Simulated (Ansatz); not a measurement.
**A series of runs on CuAs (P6_3/mmc, 4 atoms in the cell)**

```yaml
crystal:
  lattice:
    - [3.82971, 0.00000, 0.00000]
    - [-1.91485, 3.31663, 0.00000]
    - [0.00000, 0.00000, 4.96003]
  atoms:
    - { symbol: Cu, position: [0.00000, 0.00000, 0.50000] }
    - { symbol: Cu, position: [0.00000, 0.00000, 0.00000] }
    - { symbol: As, position: [0.66667, 0.33333, 0.75000] }
    - { symbol: As, position: [0.33333, 0.66667, 0.25000] }
```

Base run A: LDA (PW92), default PAW files made with PBE (Ansatz, a quantum-chemistry and plane-wave program), self-consistent single point.

Its settings: basis.ecutwfc = 420 eV; kpoints.mp_grid.grid = 13 13 9; hamiltonian.xc = lda; hamiltonian.pseudopotentials = {kind: paw} (the program's default PAW files); scf.occupations.method = cold; scf.occupations.width = 0.2 eV.

The starting cell comes from a database of computed structures (which also holds hypothetical and non-ambient phases and stackings), without a prior relaxation at this level. Spin polarisation is off. In the base run, with a pressure of about -5 GPa the cell is away from its equilibrium volume at this level. Ansatz's pressure includes its estimate of the finite-basis (Pulay) stress. The run gives no clean gap (levels at the Fermi energy touch, overlap or are partly filled at this smearing), which alone does not show that the compound is a metal.

ΔF is the free energy per atom less that of run A. 

Run A gave: pressure (GPa) -5.44; iterations 7.

Runs:
- B: scf.mixing.algorithm, scf.mixing.beta = broyden, 0.02
- C: scf.mixing.algorithm, scf.mixing.beta = broyden, 0.05
- D: scf.mixing.algorithm, scf.mixing.beta = broyden, 0.1
- E: scf.mixing.algorithm, scf.mixing.beta = broyden, 0.2
- F: scf.mixing.algorithm, scf.mixing.beta = broyden, 0.3
- G: scf.mixing.algorithm, scf.mixing.beta = broyden, 0.5
- H: scf.mixing.algorithm, scf.mixing.beta = broyden, 0.7
- I: scf.mixing.algorithm, scf.mixing.beta = broyden, 0.9
- J: scf.mixing.algorithm, scf.mixing.beta = broyden, 1

**Question.** Which runs reach the base run's state, and which is quickest in iterations?

**Answer.** Runs B, C, D, E, F, G, H, I, J gave the same state as A (within 1 meV/atom). The fewest iterations to that state were 7 (A, H); the most were 14.

```csv
run,ΔF (meV/atom),pressure (GPa),iterations
A,0.00,-5.44,7
B,0.00,-5.44,14
C,0.00,-5.44,14
D,0.00,-5.44,11
E,0.00,-5.44,9
F,0.00,-5.44,9
G,0.00,-5.44,8
H,0.00,-5.44,7
I,0.00,-5.44,8
J,0.00,-5.44,8
```

Keys are those of Ansatz 0.2.
